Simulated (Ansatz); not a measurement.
Take WS2 in the 2H-MoS2 type structure (space group P6_3/mmc, No. 194; a = 3.170 Å, c = 12.492 Å; layered, stacked along the Cartesian z axis) as the base. Axes: x lies along a and z along c of the hexagonal cell.

Structures relaxed with Kohn–Sham DFT with the r2SCAN+rVV10 functional, run in Ansatz (a program for electronic structure) with PAW and 500 eV plane waves, no SOC.

Base:

Simulated powder pattern, Co Kα, λ = 1.79026 Å (kinematic, ideal powder, no thermal factors, no anomalous dispersion; the 14 strongest lines at most, above 2 %, up to 2θ = 90°):

```tsv
2θ (°)	I/Imax (%)	hkl
16.48	100	(002)
33.31	7.5	(004)
38.06	19	(100)
39.00	32	(101)
41.73	16	(102)
45.98	58	(103)
50.93	6.3	(006)
57.95	30	(105)
68.77	14	(110)
71.28	15	(112)
73.49	6.0	(107)
78.59	5.3	(114)
82.00	4.7	(201)
86.73	10	(203)
```

Modification: compressive biaxial strain of 3.44 % in the plane normal to [001], as in epitaxy on a mismatched substrate; the out-of-plane cell vector and the atoms relax.

**Question.** How do the reflections move or split?

**Answer.** 
Simulated powder pattern, Co Kα, λ = 1.79026 Å (kinematic, ideal powder, no thermal factors, no anomalous dispersion; the 14 strongest lines at most, above 2 %, up to 2θ = 90°):

```csv
2θ (°),d (Å),I/Imax (%),hkl
16.24,6.339,100,(002)
32.81,3.169,7.7,(004)
39.47,2.651,17,(100)
40.36,2.595,29,(101)
42.94,2.446,14,(102)
46.98,2.246,54,(103)
50.13,2.113,6.6,(006)
58.49,1.832,28,(105)
65.61,1.652,4.6,(106)
68.79,1.585,4.6,(008)
71.59,1.530,12,(110)
73.54,1.495,5.7,(107)
73.98,1.488,13,(112)
81.01,1.378,4.8,(114)
```

The indices refer to the base's conventional cell; one index is shown for lines that coincide.

Whether these cells are dynamically stable was not tested.
